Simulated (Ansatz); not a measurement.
SrTiO3 (Pm-3m), PBEsol with spin-orbit coupling, rigid bands run with Ansatz (a program for electronic structure): Condition of this run: spin-orbit coupling switched on. band gap 1.84 eV, N_c = 5.69e19 cm⁻³ and N_v = 2.35e20 cm⁻³ at 300 K, conductivity masses of 0.651 mₑ (electrons) and 1.86 mₑ (holes). Take k_BT = 0.02585 eV.

A film of it is 2 nm thick. Estimate the confinement energies in an infinite well.

ħ²π²/(2m t²) = 0.376 eV·nm²/(m/mₑ × t²) gives 144 meV for electrons and 50.5 meV for holes, so the gap would widen to about 2.03 eV. Finite barriers and nonparabolic bands lower this, and with several valleys or bands the heaviest mass along the normal sets the lowest level, not this average.

Find the intrinsic carrier density and the intrinsic Fermi level.

n_i = √(N_c N_v) exp(−E_g/2k_BT) = 1.16e20 × exp(−35.59) = 4.1e4 cm⁻³. The level lies (k_BT/2) ln(N_v/N_c) = 18 meV from mid-gap (positive towards the conduction band). Each 0.1 eV added to the gap lowers n_i by a factor of 6.9.

What built-in voltage has an abrupt junction with N_A = 1e17 and N_D = 1e17 cm⁻³, all dopants ionised?

V_bi = E_g/e − (k_BT/e) ln(N_c N_v/(N_A N_D)) = 1.84 − 0.02585 × 14.11 = 1.48 V. It follows the computed gap one for one.

Rigid, parabolic bands with the computed gap; masses take one relaxation time for all states.
